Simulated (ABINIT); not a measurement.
A self-consistent single point of BiAu2 (Fd-3m, 6 atoms in the cell) with ABINIT.

Computed with PBEsol, norm-conserving pseudopotentials (PseudoDojo nc-sr-04 PBEsol standard) (plane waves; ABINIT).

```xyz
6
Lattice="0.0000 3.9674 3.9674 3.9674 0.0000 3.9674 3.9674 3.9674 0.0000" Properties=species:S:1:pos:R:3 pbc="T T T"
Bi     0.0000     0.0000     0.0000
Bi     1.9837     1.9837     1.9837
Au     4.9593     4.9593     4.9593
Au     4.9593     2.9756     2.9756
Au     2.9756     2.9756     4.9593
Au     2.9756     4.9593     2.9756
```

Reference input (self-consistent single point, DFT, PBEsol, plane waves, norm-conserving pseudopotentials (PseudoDojo nc-sr-04 PBEsol standard)): pseudos = [Bi.upf, Au.upf]; ecut = 38 Ha; ixc = -116133; occopt = 3; tsmear = 0.00183747 Ha; ngkpt = 4 4 4; nshiftk = 1; shiftk = 0 0 0; potentials = PseudoDojo nc-sr-04 PBEsol standard; nband = 66; kptopt = 1; nstep = 50. This run's input differs from it in these lines:

```diff
@@ -19,3 +19,3 @@
          0.6250000000    0.1250000000    0.6250000000
-ecut 38
+ecut 19
 ixc -116133
```

Log, with long lists cut:

```
--- !BeginCycle
solver: {iscf: 7, nstep: 50, nline: 4, wfoptalg: 0, }
tolerances: {tolvrs: 1.00E-11, }
...

     iter   Etot(hartree)      deltaE(h)  residm     vres2
 ETOT  1  -751.68006923342    -7.517E+02 1.412E-01 5.882E+02
 ETOT  2  -752.14256315842    -4.625E-01 2.264E-02 8.808E+02
 ETOT  3  -752.39941985348    -2.569E-01 3.193E-03 2.318E+01
 ETOT  4  -752.40441673214    -4.997E-03 1.316E-03 7.480E-01
 ETOT  5  -752.40461533430    -1.986E-04 5.025E-04 2.099E-03
 ETOT  6  -752.40461575643    -4.221E-07 3.794E-04 4.642E-04
 ETOT  7  -752.40461584938    -9.294E-08 1.156E-04 5.967E-07
 ETOT  8  -752.40461584950    -1.229E-10 2.277E-04 2.922E-08
 ETOT  9  -752.40461584952    -1.717E-11 6.344E-05 3.395E-09
 ETOT 10  -752.40461584954    -2.058E-11 1.248E-04 2.899E-12
 At SCF step   10       vres2   =  2.90E-12 < tolvrs=  1.00E-11 =>converged.

 Cartesian components of stress tensor (hartree/bohr^3)
  sigma(1 1)=  3.48595904E-03  sigma(3 2)=  0.00000000E+00
  sigma(2 2)=  3.48595904E-03  sigma(3 1)=  0.00000000E+00
  sigma(3 3)=  3.48595904E-03  sigma(2 1)=  0.00000000E+00

 ----iterations are completed or convergence reached----

 reduced coordinates (array xred) for    6 atoms
       0.000000000000      0.000000000000      0.000000000000
       0.250000000000      0.250000000000      0.250000000000
       0.625000000000      0.625000000000      0.625000000000
       0.125000000000      0.625000000000      0.625000000000
       0.625000000000      0.625000000000      0.125000000000
       0.625000000000      0.125000000000      0.625000000000
 cartesian forces (eV/Angstrom) at end:
   [... lines left out ...]
 Fermi (or HOMO) energy (eV) =  10.32593   Average Vxc (eV)= -12.68964
   [... lines left out ...]
total_energy        : -7.52404615849537E+02
total_energy_eV     : -2.04739708199176E+04
band_energy         : -6.71928744287841E+01
...

-Cartesian components of stress tensor (GPa)         [Pressure= -1.0256E+02 GPa]
- sigma(1 1)=  1.02560439E+02  sigma(3 2)=  0.00000000E+00
- sigma(2 2)=  1.02560439E+02  sigma(3 1)=  0.00000000E+00
- sigma(3 3)=  1.02560439E+02  sigma(2 1)=  0.00000000E+00

 Calculation completed.
```

The run converged in 10 iterations. Against the reference run the free energy goes up by 3.00 eV/atom and the pressure goes from 0.17 to -102.6 GPa.

The starting cell comes from a database of published, mostly measured structures (it also holds non-ambient and calculated ones), without a prior relaxation at this level. Its lattice was rescaled by a random factor within 2.5 % of one. At the lowered cutoff the pressure carries the error of an incomplete plane-wave basis.

Cost on one core of a shared machine: roughly 60 s.
